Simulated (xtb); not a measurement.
xtb 6.7.1, GFN1-xTB: Si(AsH2)(H)2(NMe2) (CN(C)[SiH2][AsH2]), 15 atoms. The geometry is a generated start, not checked to be a minimum at this level.

```json
{
  "run_flags": "--grad",
  "method": "GFN1-xTB",
  "--acc": "1 (default)",
  "--etemp (K)": "300 (default)",
  "basis_functions": "52",
  "valence_electrons": "32"
}
```

```xyz
15

Si     0.9392    -0.7622     0.3111
As     2.6585     0.5984    -0.4521
N     -0.5661     0.0519     0.1148
C     -1.7791    -0.6788     0.3725
C     -0.7638     1.1339    -0.8111
H      0.9641    -1.1290     1.7394
H      0.9963    -2.0482    -0.4253
H      3.6696    -0.2947     0.2010
H      2.6339     1.4535     0.7793
H     -2.5652    -0.0015     0.7199
H     -2.1432    -1.1875    -0.5286
H     -1.5947    -1.4263     1.1367
H     -1.1071     0.7806    -1.7923
H     -1.5146     1.8272    -0.4192
H      0.1722     1.6826    -0.9460
```

One run each on 1 thread. Values of broydamp tried: 0.02, 0.05, 0.1, 0.2, 0.4 (default), 0.6, 0.8, 1.

Problem. Which value of broydamp needs the fewest SCC iterations, and what happens away from it?

Solution. Fewest SCC iterations: 0.4 (default) with 11. The count rises to 19 at 0.02. All converge to one solution.

| broydamp | SCC iterations | end |
|---|---|---|
| 0.02 | 19 | same solution |
| 0.05 | 16 | same solution |
| 0.1 | 15 | same solution |
| 0.2 | 13 | same solution |
| 0.4 (default) | 11 | same solution |
| 0.6 | 13 | same solution |
| 0.8 | 14 | same solution |
| 1 | 17 | same solution |
